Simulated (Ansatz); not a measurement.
System: LiNO₃ (R-3c, No. 167; cell taken from a computed entry). Method: LDA (Ansatz, a first-principles code, plane waves, PAW).

Numerical settings: plane-wave cutoff 500 eV, 10×10×10 k mesh, gaussian smearing 0.02 eV, scalar-relativistic PAW data made under PBE.

Computed at the level's own relaxed cell.

What does this level give for the equilibrium volume per atom, lattice constant a, c axis length and band gap?


equilibrium volume per atom: 8.71 Å³/atom
lattice constant a: 4.590 Å
c axis length: 14.324 Å
band gap: 3.12 eV (on the SCF k mesh)

Note: the relaxation could not lower the start's symmetry, so the cell can be a saddle point above a distorted one.

Computed values are for the static lattice.

It cost very roughly 2.0 core-minutes of CPU time.
